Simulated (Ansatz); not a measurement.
**ZnO, pressure series**

The parent structure is ZnO in the wurtzite structure (space group P6_3mc, No. 186).

```xyz
4
Lattice="3.1869 0.0000 0.0000 -1.5935 2.7600 0.0000 0.0000 0.0000 5.1526" Properties=species:S:1:pos:R:3 pbc="T T T"
Zn     0.0000     1.8400     0.0092
Zn     1.5935     0.9200     2.5855
O      0.0000     1.8400     1.9590
O      1.5935     0.9200     4.5353
```

Cell and atoms are relaxed at each pressure.

Calculations: Ansatz (an electronic-structure program), LDA, PAW, cutoff 420 eV, without spin-orbit coupling.

```json
[
 {"pressure (GPa)": "-2", "volume per atom (Å³/atom)": "11.476"},
 {"pressure (GPa)": "-1", "volume per atom (Å³/atom)": "11.402"},
 {"pressure (GPa)": "0", "volume per atom (Å³/atom)": "11.330"},
 {"pressure (GPa)": "0.9", "volume per atom (Å³/atom)": "11.268"},
 {"pressure (GPa)": "4.5", "volume per atom (Å³/atom)": "11.036"},
 {"pressure (GPa)": "9", "volume per atom (Å³/atom)": "?"},
 {"pressure (GPa)": "22.5", "volume per atom (Å³/atom)": "10.156"},
 {"pressure (GPa)": "30", "volume per atom (Å³/atom)": "9.877"}
]
```

Task: Fit the third-order Birch–Murnaghan form P(V) = (3B₀/2)[(V₀/V)^(7/3) − (V₀/V)^(5/3)]·[1 + (3/4)(B₀′ − 4)((V₀/V)^(2/3) − 1)] (squares taken in P) to the rows shown and predict the withheld row.

Result: Least squares on the printed values gives V₀ = 11.330 Å³/atom, B₀ = 162 GPa, B₀′ = 4.4; this predicts 10.779 Å³/atom, and the run gives 10.778 Å³/atom, in agreement.

Measured bulk modulus of ZnO: 143 GPa (temperature not stated; as listed in Cormac Toher et al., Physical Review Materials (2017)); the computed value is for a static lattice, so the two differ by thermal effects too.

Load acts through the strain it causes; cell and atoms are relaxed under it. Stability against distortions was not tested. Measured, ZnO leaves this structure (for rock salt) near 9.1 GPa (temperature not stated; as listed in Datta, Sujoy, Jana, Debnarayan, arXiv (2020)), on rising pressure, with hysteresis.
